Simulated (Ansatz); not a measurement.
System: TiAs (P6₃/mmc, No. 194). Method: r²SCAN (plane waves, PAW; Ansatz, a program for electronic structure).

Numerical settings: plane-wave cutoff 560 eV, 18×18×6 k mesh (along the axes of the cell as run), Fermi–Dirac smearing 0.05 eV, no spin polarisation, scalar-relativistic PAW data made under PBE.

The cell is scaled about its equilibrium volume:

Shape and atoms are relaxed at each volume.

```tsv
V (Å³/atom)	P (GPa)	c (Å)	a (Å)
16.585	5.62	11.905	3.587
16.930	2.67	11.971	3.615
17.276	0.01	12.037	3.641
17.621	-2.39	12.101	3.668
17.967	-4.56	12.166	3.693
```

Note: the bulk modulus comes from volumes at which shape and atoms were relaxed.
